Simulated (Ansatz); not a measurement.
# Y: pressure −2 GPa

Base system: Y in the hcp (Mg type) structure (space group P6_3/mmc, No. 194; a = 3.5994 Å, c = 5.5871 Å).

Perturbation: hydrostatic tension (pressure −2 GPa).

Calculations: Kohn–Sham DFT with the PBEsol functional, run in Ansatz (an electronic-structure program) with PAW and 420 eV plane waves, no spin-orbit coupling. Γ-centred 15×15×9 mesh, Fermi–Dirac width 0.05 eV.

The volume per atom goes up by 1.62 Å³, from 31.34 Å³ to 32.96 Å³ and the density drops by 0.23 g/cm³ to 4.48 g/cm³. The lattice parameter a grows by 0.062 Å, from 3.599 Å to 3.661 Å and the c/a ratio hardly moves (1.552 against 1.551). The shortest interatomic distance increases by 0.058 Å (3.482 Å → 3.540 Å) and the enthalpy H = E + PV relative to the base's energy is -0.40 eV/atom. The band gap is still zero.

Final structure:

```
Y
1.0
    3.66121     0.00000     0.00000
   -1.83060     3.17070     0.00000
    0.00000     0.00000     5.67929
Y
2
Direct
  0.66667   0.33333   0.75000
  0.33333   0.66667   0.25000
```

Load acts through the strain it causes; cell and atoms are relaxed under it. Whether these cells are dynamically stable was not tested. The final runs are not spin-polarised.
